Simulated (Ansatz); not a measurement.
# BeS under a change: uniaxial strain ε_zz = +2.50 %

Start from BeS in the zinc blende structure (space group F-43m, No. 216; a = 4.796 Å). Axes: x, y, z lie along the cube axes.

The change: uniaxial strain ε_zz = +2.50 %, all other strain components held at zero; the atoms relax in the strained cell.

All numbers come from LDA (Ansatz, a program for electronic structure; PAW; 420 eV plane waves; without spin-orbit coupling). Γ-centred 12×12×12 mesh, Fermi–Dirac width 0.05 eV.

| quantity | base | changed | shift |
|---|---|---|---|
| space group | F-43m (No. 216) | I-4m2 (No. 119) | – |
| shortest interatomic distance | 207.7 pm | 209.4 pm | +1.7 pm |
| energy relative to the base (free energy F) | 0 meV/atom | +4.5 meV/atom | +4.5 meV/atom |
| pressure (mean of the normal stresses, compression positive) | 0.00 GPa | -2.42 GPa | -2.414 GPa |
| band gap | 2.82 eV | 2.77 eV | -0.05 eV |
| gap character | – | indirect, Γ → X | – |
| electron mass | 0.80 mₑ along k, 0.28 mₑ across (at X) | 0.78 mₑ along k, 0.28 mₑ across (at X) | – |
| valence-band top at Γ (three highest levels, from the VBM) | 0.00, 0.00, 0.00 eV | 0.00, 0.00, -0.14 eV | – |
| valley order (the lowest conduction-band minima on the path, energy above the VBM, named in the base's zone) | X along ⟨100⟩ 2.82 eV | X along [010] 2.77 eV; X along [001] 2.97 eV | – |
| stress (xx, yy, zz, yz, xz, xy; compression positive) | – | (-1.58, -1.58, -4.10, 0.00, 0.00, 0.00) GPa | – |

Final structure:

```
CELL_PARAMETERS angstrom
      0.00000     2.39818     2.45813
      2.39818     0.00000     2.45813
      2.39818     2.39818     0.00000
ATOMIC_POSITIONS crystal
  Be 0.00000 0.00000 0.00000
  S  0.25000 0.25000 0.25000
```

Effective masses come from finite differences of ±0.01 Å⁻¹. Along k means along the line from Γ to the band edge. Stability against distortions was not tested. Labels are those of the standard path for the cell's own space group.
